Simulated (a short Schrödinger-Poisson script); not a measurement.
**Gated Al0.33Ga0.67N/GaN polarisation-induced gas**

System: gated Al0.33Ga0.67N/GaN polarisation-induced gas, at 300 K.

| layer | material | thickness (nm) | Na (cm⁻³) |
|---|---|---|---|
| 1 | Al0.33Ga0.67N | 15 | - |
| 2 | GaN | 6000 | 7e15 |

Constants are typed, rounded textbook-type inputs, not results; the design itself was drawn at random and stands for no fabricated device. Al0.33Ga0.67N: permittivity 9.3, conduction-band edge (eV) 0.462, gap (eV) 4.09, electron mass (mₑ) 0.24, Nv at 300 K (cm⁻³) 4.6e19. GaN: permittivity 9.5, conduction-band edge (eV) 0, gap (eV) 3.43, Nv at 300 K (cm⁻³) 4.6e19.

Channel valleys (confinement mass, in-plane density-of-states mass, number): Γ 0.2, 0.2, 1. At the gate the conduction-band edge of layer 1 lies 1.27 eV − eVg above the Fermi level of the channel; the field vanishes at the back. Sheet of polarisation charge: +1.6e13 e/cm² at 15 nm from the gate. The barrier under the gate holds no holes. Gaps are held at their typed values at every temperature. Mesh 0.08 nm at interfaces.

From a short Schrödinger-Poisson script (our own, NumPy): 1D Poisson equation in equilibrium, electrons quantum, Hartree (BenDaniel-Duke, 40 states a valley, the channel's in-plane mass for all, wave functions free to enter the barrier), parabolic valleys, classical holes, full ionisation, no traps, pinning or gate leakage.

| Vg (V) | electrons (cm⁻²) | in the channel layer | C (μF/cm²) | Γ E0 (meV) | Γ E1 (meV) |
|---|---|---|---|---|---|
| 0.5 | 1.30e13 | 1.18e13 | 0.522 | -137.7 | 5.2 |
| 0.2 | 1.21e13 | 1.11e13 | 0.519 | -127.9 | 9.1 |
| -0.1 | 1.11e13 | 1.03e13 | 0.517 | -117.9 | 12.9 |
| -0.4 | 1.01e13 | 9.46e12 | 0.514 | -107.9 | 16.8 |
| -0.7 | 9.18e12 | 8.63e12 | 0.512 | -97.7 | 20.7 |
| -1 | 8.22e12 | 7.79e12 | 0.509 | -87.3 | 24.8 |
| -1.3 | 7.27e12 | 6.94e12 | 0.507 | -76.8 | 29.0 |
| -1.6 | 6.32e12 | 6.07e12 | 0.504 | -66.0 | 33.3 |
| -1.9 | 5.38e12 | 5.20e12 | 0.500 | -54.9 | 37.9 |
| -2.2 | 4.45e12 | 4.33e12 | 0.496 | -43.2 | 42.9 |
| -2.5 | 3.53e12 | 3.45e12 | 0.490 | -30.7 | 48.5 |
| -2.8 | 2.62e12 | 2.57e12 | 0.482 | -16.8 | 55.2 |
| -3.1 | 1.73e12 | 1.70e12 | 0.469 | -0.1 | 64.0 |
| -3.4 | 8.72e11 | 8.64e11 | 0.441 | 23.2 | 78.6 |
| -3.7 | 1.33e11 | 1.32e11 | 0.298 | 76.9 | 122.7 |
| -4 | 9.64e6 | 9.60e6 | 0.0125 | 324.6 | 367.2 |

Gate voltages with under 1e6 electrons/cm² are left out.

Subbands count from the Fermi level.
